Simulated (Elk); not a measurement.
# Input and output of a self-consistent single point for Tl3Ga (Fm-3m, 4 atoms in the cell) (Elk)

Method of the run: Elk with PBEsol, all-electron FP-LAPW, Elk's shipped species files, APW+lo basis with extra local orbitals.

Input:

```
tasks
  0

xctype
  22

tforce
  .true.

rgkmax
  8.0

gmaxvr
  18.0

lmaxapw
  10

lmaxo
  8

nxlo
  2

lorbcnd
  .true.

lradstp
  2

nrmtscf
  2.0

lmaxi
  4

stype
  3

swidth
  0.00499791

avec
    0.0000000000    7.3272051784    7.3272051784
    7.3272051784    0.0000000000    7.3272051784
    7.3272051784    7.3272051784    0.0000000000

sppath
  'species/'

atoms
  2   : nspecies
  'Tl.in'   : spfname
  3   : natoms; atposl, bfcmt below
  0.2500000000  0.2500000000  0.2500000000    0.0 0.0 0.0
  0.7500000000  0.7500000000  0.7500000000    0.0 0.0 0.0
  0.5000000000  0.5000000000  0.5000000000    0.0 0.0 0.0
  'Ga.in'   : spfname
  1   : natoms; atposl, bfcmt below
  0.0000000000  0.0000000000  0.0000000000    0.0 0.0 0.0

ngridk
  5 5 5
```

The program printed (abridged):

```
│ Elk code version 10.2.4 │

All units are atomic (Hartree, Bohr, etc.)

│ Ground-state run starting from atomic densities │

Lattice vectors :
   0.000000000       7.327205178       7.327205178
   7.327205178       0.000000000       7.327205178
   7.327205178       7.327205178       0.000000000

Unit cell volume      :    786.7650413
Brillouin zone volume :   0.3152786415

Muffin-tin inner radius fraction :   0.1000000000E-01

Nuclei treated as point charges

Species :    1 (Tl)
 parameters loaded from : Tl.in
 name : thallium
 nuclear charge    :   -81.00000000
 electronic charge :    81.00000000
 atomic mass :    372567.9640
 muffin-tin radius :    2.800000000
 number of radial points in muffin-tin :   1399
 atomic positions (lattice), magnetic fields (Cartesian) :
   1 :   0.25000000  0.25000000  0.25000000    0.00000000  0.00000000  0.00000000
   2 :  -0.25000000 -0.25000000 -0.25000000    0.00000000  0.00000000  0.00000000
   3 :   0.50000000  0.50000000  0.50000000    0.00000000  0.00000000  0.00000000

Species :    2 (Ga)
 parameters loaded from : Ga.in
 name : gallium
 nuclear charge    :   -31.00000000
 electronic charge :    31.00000000
 atomic mass :    127097.2538
 muffin-tin radius :    2.400000000
 number of radial points in muffin-tin :    999
 atomic positions (lattice), magnetic fields (Cartesian) :
   1 :   0.00000000  0.00000000  0.00000000    0.00000000  0.00000000  0.00000000

Total number of atoms per unit cell :    4

Spin treatment :
 spin-unpolarised

Number of Bravais lattice symmetries :   48
Number of crystal symmetries         :   48
Crystal has inversion symmetry
Real symmetric eigensolver will be used

k-point grid :      5     5     5
k-point offset :    0.000000000       0.000000000       0.000000000
k-point set is reduced with full crystal symmetry group
Total number of k-points :       10

Muffin-tin radius times maximum |G+k| :    8.000000000
 using average radius
   [... lines left out ...]
Maximum |G| for potential and density :    18.00000000
 potential will be trimmed for |G| > 2 gkmax
Constant for pseudocharge density :   13
Radial integration step length :    2

G-vector grid sizes :     60    60    60
Number of G-vectors :    77377

Maximum angular momentum used for
 APW functions                      :   10
 outer part of muffin-tin           :    8
 inner part of muffin-tin           :    4

Total nuclear charge    :   -274.0000000
Total core charge       :    204.0000000
Total valence charge    :    70.00000000
Total excess charge     :    0.000000000
Total electronic charge :    274.0000000

Effective Wigner radius, rₛ :   0.8817293435

Number of empty states         :   16
Total number of valence states :   51
Total number of core states    :  204

Conduction state local-orbitals added automatically
Total number of local-orbitals :  453

Exchange-correlation functional :     22     0     0
 PBEsol, Phys. Rev. Lett. 100, 136406 (2008)
 gradient requirement :    1
 generalised gradient approximation (GGA)

Smearing type :    3
 Fermi-Dirac
Smearing width :   0.4997910000E-02
Effective electronic temperature (K) :    1578.215154

Mixing type :    3
 Broyden mixing, J. Phys. A: Math. Gen. 17, L317 (1984)

Kohn-Sham potential initialised from atomic data
│ Self-consistent loop started │
│ Loop number : 1 │
 total energy                :     -62796.0690917
│ Loop number : 2 │
 total energy                :     -62796.4365977
RMS change in Kohn-Sham potential (target) :   0.1199611201     (  0.1000000000E-05)
Absolute change in total energy (target)   :   0.3675060126     (  0.1000000000E-03)
│ Loop number : 3 │
 total energy                :     -62796.6800917
RMS change in Kohn-Sham potential (target) :   0.1116052591     (  0.1000000000E-05)
Absolute change in total energy (target)   :   0.3353704264     (  0.1000000000E-03)
│ Loop number : 4 │
 total energy                :     -62794.9774383
RMS change in Kohn-Sham potential (target) :   0.7299955987E-01 (  0.1000000000E-05)
Absolute change in total energy (target)   :    1.618810752     (  0.1000000000E-03)
│ Loop number : 5 │
 total energy                :     -62793.1082342
RMS change in Kohn-Sham potential (target) :   0.2778091534E-01 (  0.1000000000E-05)
Absolute change in total energy (target)   :    2.273906742     (  0.1000000000E-03)
   [... lines left out ...]
Absolute change in total energy (target)   :   0.4969504582E-02 (  0.1000000000E-03)
│ Loop number : 12 │
 total energy                :     -62791.9434937
RMS change in Kohn-Sham potential (target) :   0.5094073088E-06 (  0.1000000000E-05)
Absolute change in total energy (target)   :   0.1211440198E-02 (  0.1000000000E-03)
│ Loop number : 13 │
 total energy                :     -62791.9435518
RMS change in Kohn-Sham potential (target) :   0.1401568878E-06 (  0.1000000000E-05)
Absolute change in total energy (target)   :   0.2447147199E-03 (  0.1000000000E-03)
│ Loop number : 14 │
 total energy                :     -62791.9435068
RMS change in Kohn-Sham potential (target) :   0.2933339010E-07 (  0.1000000000E-05)
Absolute change in total energy (target)   :   0.1062316078E-03 (  0.1000000000E-03)
│ Loop number : 15 │
 total energy                :     -62791.9435138
RMS change in Kohn-Sham potential (target) :   0.1688352797E-07 (  0.1000000000E-05)
Absolute change in total energy (target)   :   0.1947248529E-04 (  0.1000000000E-03)
Convergence targets achieved

│ Loop number : 16 │

Energies :
 Fermi                       :     0.172963722095
 sum of eigenvalues          :     -38692.0471958
 electron kinetic            :      72499.5815542
 core electron kinetic       :      71672.4596489
 Coulomb                     :     -134088.060000
 Coulomb potential           :     -109606.746963
 nuclear-nuclear             :     -4088.48958665
 electron-nuclear            :     -150392.393865
 Hartree                     :      20392.8234508
 Madelung                    :     -79284.6865190
 xc potential                :     -1584.88178695
 exchange                    :     -1185.05509947
 correlation                 :     -18.4029246078
 electron entropic           :    -0.704424974557E-02
 total energy                :     -62791.9435146

Density of states at Fermi energy :    89.67331447
 (states/Hartree/unit cell)

Estimated indirect band gap :   0.2791042330E-02
 from k-point      2 to k-point     10
Estimated direct band gap   :   0.1599447287E-01
 at k-point      3

Charges :
 core                        :    204.0000000
 valence                     :    70.00000000
 interstitial                :    5.924116822
 muffin-tins (core leakage)
  species :    1 (Tl)
   atom    1                 :    79.54760648     (  0.3686737676E-04)
   atom    2                 :    79.54760648     (  0.3686737676E-04)
   atom    3                 :    79.56062396     (  0.3691408038E-04)
  species :    2 (Ga)
   atom    1                 :    29.42004625     (  0.7430886430E-03)
 total in muffin-tins        :    268.0758832
 total calculated charge     :    273.9991901
 total charge                :    274.0000000
 error                       :   0.8098820326E-03

│ Self-consistent loop stopped │

Forces :
 species :    1 (Tl)
  atom :    1
   Hellmann-Feynman          :     0.00000000    0.00000000    0.00000000
   IBS                       :    -0.00000000   -0.00000000   -0.00000000
   total force               :    -0.00000000    0.00000000   -0.00000000
   total magnitude           :     0.00000000
  atom :    2
   Hellmann-Feynman          :     0.00000000   -0.00000000   -0.00000000
   IBS                       :    -0.00000000    0.00000000    0.00000000
   total force               :    -0.00000000    0.00000000   -0.00000000
   total magnitude           :     0.00000000
  atom :    3
   Hellmann-Feynman          :    -0.00000000   -0.00000000   -0.00000000
   IBS                       :     0.00000000    0.00000000    0.00000000
   total force               :     0.00000000   -0.00000000    0.00000000
   total magnitude           :     0.00000000
 species :    2 (Ga)
  atom :    1
   Hellmann-Feynman          :    -0.00000000    0.00000000   -0.00000000
   IBS                       :     0.00000000   -0.00000000    0.00000000
   total force               :     0.00000000   -0.00000000    0.00000000
   total magnitude           :     0.00000000
```

The run converged in 16 iterations. The count includes the last loop, which Elk runs after its targets are met.

The starting cell comes from a database of computed structures (which also holds hypothetical and non-ambient phases and stackings), without a prior relaxation at this level. Spin-orbit coupling is off. Values depend on the basis (sphere radii, cutoffs, local orbitals), which need not be converged. The log's line on a gap gives a spacing of levels on this mesh, which the program prints for metals too.
